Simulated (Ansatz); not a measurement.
Consider CdS in the wurtzite structure (space group P6_3mc, No. 186).

```xyz
4
Lattice="4.1244 0.0000 0.0000 -2.0622 3.5718 0.0000 0.0000 0.0000 6.7082" Properties=species:S:1:pos:R:3 pbc="T T T"
Cd     0.0000     2.3812     0.0011
Cd     2.0622     1.1906     3.3552
S      0.0000     2.3812     2.5278
S      2.0622     1.1906     5.8819
```

Cartesian axes are those of the cell as printed.

Computed with PBEsol, PAW, 420 eV (Ansatz, a program for electronic structure; no spin-orbit coupling).

For the base:

```
Quantity                             Result
---------------------  --------------------
Band gap                            1.09 eV
Valence-band top at Γ  0.00, 0.00, -0.05 eV
```

One thing is altered: tensor shear ε_xz = +0.67 % (engineering shear γ = 0.0134); the atoms relax in the strained cell.

What happens to the band gap?

The band gap is nearly the same (1.09 eV against 1.08 eV).

What does the calculation give for the valence-band top at Γ after the change?

The valence-band top at Γ (three highest levels, from the VBM) changes from 0.00, 0.00, -0.05 eV to 0.00, -0.01, -0.07 eV.

Whether these cells are dynamically stable was not tested.
